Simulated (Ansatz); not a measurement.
How the bulk modulus of MgTiNO (model structure, P4/mmm, No. 123, 4 atoms in the cell) moves with the method

No measured value is used here.

```json
[
 {"level (code)": "LDA (Ansatz)", "value (GPa)": "234", "cell (Å³/atom)": "9.13"},
 {"level (code)": "PBE (Ansatz)", "value (GPa)": "199", "cell (Å³/atom)": "9.71"},
 {"level (code)": "PBEsol (Ansatz)", "value (GPa)": "216", "cell (Å³/atom)": "9.41"}
]
```

Spin-polarised start: LDA, PBE, PBEsol. LDA, PBE, PBEsol: the starting moments vanished in the run, and other orders were not tried. LDA, PBE, PBEsol: the bulk modulus is −V dP/dV from two relaxed cells at ±2 % in volume. Each level is taken at its own relaxed cell. Ansatz's density-functional and Hartree–Fock values are scalar-relativistic unless marked +SOC, with PAW data made under PBE.

A model structure was made by putting elements into a prototype or built by hand; it is no filed structure, need not be a known phase, and can be a saddle point held by its symmetry.

Ansatz is an electronic-structure program.
